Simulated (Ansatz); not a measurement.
The reference is BeTe in the zinc blende structure (space group F-43m, No. 216; a = 5.657 Å).

Method: r2SCAN, PAW, 500 eV (Ansatz, a program for electronic structure; without spin-orbit coupling).

Strains are applied to the cell and any free atomic positions relax.

One change was made to it. Results:

| quantity | base | after |
|---|---|---|
| energy relative to the base (free energy F) | 0 meV/atom | +25 meV/atom |
| smallest direct gap | 4.04 eV | 3.96 eV |
| width of the top valence band | 3.23 eV | 3.62 eV |
| pressure | 0.01 GPa | 5.24 GPa |

Task: Which change produced these results?
(A) isotropic strain −0.50 %
(B) isotropic strain −1.00 %
(C) isotropic strain −2.00 %
(D) isotropic strain −2.50 %
(E) isotropic strain −1.50 %

Result: D, isotropic strain −2.50 %. For comparison, the energy relative to the base in the other runs: isotropic strain −0.50 % gives +1.0 meV/atom; isotropic strain −1.50 % gives +8.9 meV/atom; isotropic strain −1.00 % gives +3.9 meV/atom; isotropic strain −2.00 % gives +16 meV/atom.

With Te present, leaving out spin-orbit coupling can change the band edges. Stability against distortions was not tested.
